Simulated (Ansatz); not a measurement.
For InAs (model structure, started from the CsCl type, Pm-3m, No. 221, 2 atoms in the cell), LDA (Ansatz, an electronic-structure program, PAW) gives:

```
Quantity                  Result
------------------  ------------
lattice constant a       3.479 Å
cohesive energy     3.37 eV/atom
```

Q: What does r²SCAN+rVV10 (Ansatz, plane waves, PAW) give for the same quantities?

A: 
- lattice constant a: 3.525 Å (rises by 1.3 %)
- cohesive energy: 2.67 eV/atom (drops by 0.70 eV/atom)

Changes are worked out from the printed values.

Unless a cell is named, each level is at its own relaxed cell (LDA 21.05, r²SCAN+rVV10 21.90 Å³/atom).

Levels without +SOC leave out spin–orbit coupling, which shifts energies and cells of such heavy elements.

Ansatz's density-functional and Hartree–Fock values are scalar-relativistic unless marked +SOC, with PAW data made under PBE.

A model structure was made by putting elements into a prototype or built by hand; it is no filed structure, need not be a known phase, and can be a saddle point held by its symmetry.
